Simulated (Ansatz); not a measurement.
GaAsO4, treated with r²SCAN (plane waves, PAW; Ansatz, an electronic-structure program).

Run with plane-wave cutoff 600 eV, 12×12×4 k mesh (along the axes of the cell as run), Fermi–Dirac smearing 0.03 eV, scalar-relativistic PAW data made under PBE.

Starting structure:

```xyz
18
Lattice="4.9940 0.0000 0.0000 -2.4970 4.3249 0.0000 0.0000 0.0000 11.3871" Properties=species:S:1:pos:R:3 pbc="T T T"
Ga     2.2469     0.0000     3.7957
Ga    -1.1234     1.9458     7.5914
Ga     1.3736     2.3791     0.0000
As     2.2373     0.0000     9.4892
As    -1.1187     1.9376     1.8979
As     1.3783     2.3874     5.6936
O      1.1945     1.3778     4.3621
O      3.2035     0.3456     8.1578
O      3.0930     2.6015     0.5664
O      0.5960     1.7234     7.0250
O      0.7065     3.9794    10.8207
O     -1.3025     2.9471     3.2293
O      1.2423     1.2800     9.9241
O      3.2644     0.4359     2.3327
O      2.9843     2.6091     6.1284
O      0.4873     1.7159     1.4630
O      0.7674     3.8890     5.2587
O     -1.2547     3.0450     9.0544
```

**Question.** Into what structure does the relaxation of cell and atoms lead at this level, with the symmetry of the start kept?

**Answer.** The volume goes up by 0.6 %; final space group P3_121.
```xyz
18
Lattice="4.9988 0.0000 0.0000 -2.4994 4.3291 0.0000 0.0000 0.0000 11.4383" Properties=species:S:1:pos:R:3 pbc="T T T"
Ga     2.2546     0.0000     3.8128
Ga    -1.1273     1.9526     7.6255
Ga     1.3721     2.3765     0.0000
As     2.2451     0.0000     9.5319
As    -1.1226     1.9443     1.9064
As     1.3768     2.3847     5.7191
O      1.1939     1.3746     4.3821
O      3.2114     0.3467     8.1949
O      3.0929     2.6078     0.5694
O      0.5935     1.7212     7.0562
O      0.7120     3.9824    10.8689
O     -1.3055     2.9545     3.2434
O      1.2457     1.2799     9.9710
O      3.2675     0.4389     2.3455
O      2.9850     2.6103     6.1582
O      0.4856     1.7188     1.4673
O      0.7681     3.8902     5.2801
O     -1.2537     3.0491     9.0928
```

Note: the relaxation could not lower the start's symmetry, so the cell can be a saddle point above a distorted one.
